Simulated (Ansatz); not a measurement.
Start from GaAs in the zinc blende structure (space group F-43m, No. 216; a = 5.667 Å). Axes: x, y, z lie along the cube axes.

Level of theory: Kohn–Sham DFT with the r2SCAN functional, run in Ansatz (an electronic-structure program) with PAW and 500 eV plane waves, no SOC.

For the base:

The band gap comes out as 0.96 eV. The electron mass comes out as 0.051 mₑ (at Γ). The valence-band top at Γ is 0.00, 0.00, 0.00 eV.

Modification: biaxial strain +0.99 %, plane normal [001], relaxed out of plane (Cartesian); in-plane vectors clamped, the third vector and the atoms free.

Task: What does the calculation give for the band gap after the change?

Result: The band gap shrinks by 0.16 eV, from 0.96 eV to 0.80 eV.

Task: Estimate the effect on the electron mass.

Result: The electron mass becomes 0.044 mₑ out of plane, 0.048 mₑ in plane (at Γ) (base: 0.051 mₑ (at Γ)).

Task: What does the calculation give for the in-plane stress after the change?

Result: The mean in-plane stress (compression positive) comes out as -1.2 GPa.

Task: Estimate the effect on the valence-band top at Γ.

Result: The valence-band top at Γ (three highest levels, from the VBM) changes from 0.00, 0.00, 0.00 eV to 0.00, -0.11, -0.11 eV.

Masses are band curvatures over ±0.01 Å⁻¹ around the edge. Semilocal Kohn–Sham gaps tend to fall short of experiment. Whether these cells are dynamically stable was not tested.
